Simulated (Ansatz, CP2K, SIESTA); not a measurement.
One structure in several programs: ZnS (P6_3mc, 8 atoms in the cell)

Band-structure calculation.

```
CELL_PARAMETERS angstrom
      3.80895     0.00000     0.00000
     -1.90447     3.29865     0.00000
      0.00000     0.00000    12.45260
ATOMIC_POSITIONS crystal
  Zn 0.66667 0.33333 0.74993
  Zn 0.33333 0.66667 0.24993
  Zn 0.00000 0.00000 0.50000
  Zn 0.00000 0.00000 0.00000
  S  0.66667 0.33333 0.93773
  S  0.33333 0.66667 0.43773
  S  0.00000 0.00000 0.68734
  S  0.00000 0.00000 0.18734
```

Shared settings, as Ansatz (a first-principles code) writes them: kpoints.mp_grid.grid = 7 7 2; scf.occupations.method = fixed. Potentials and cutoffs stand in the table.

```csv
code,model,gap along the path (eV),smallest direct gap (eV),cutoff
SIESTA,"GGA PBE, numerical atomic orbitals DZP, PseudoDojo PBE standard norm-conserving potentials (rewritten from UPF to PSML)",2.60,2.60,grid 350 Ry
CP2K,"PBE, GPW, DZVP-MOLOPT-SR-GTH basis, GTH-PBE potentials (GTH_POTENTIALS)",2.17,2.17,grid 600 Ry
Ansatz,"PBE, default PAW files",2.19,2.19,420 eV
```

The spread over the programs that give each value: gap along the path within 0.43 eV; smallest direct gap within 0.43 eV.

SIESTA and CP2K use small atom-centred bases, whose incompleteness enters pressures, forces and empty levels differently from a plane-wave cutoff.

The starting cell comes from a database of computed structures (which also holds hypothetical and non-ambient phases and stackings), without a prior relaxation at this level.

Keys are those of Ansatz 0.2.
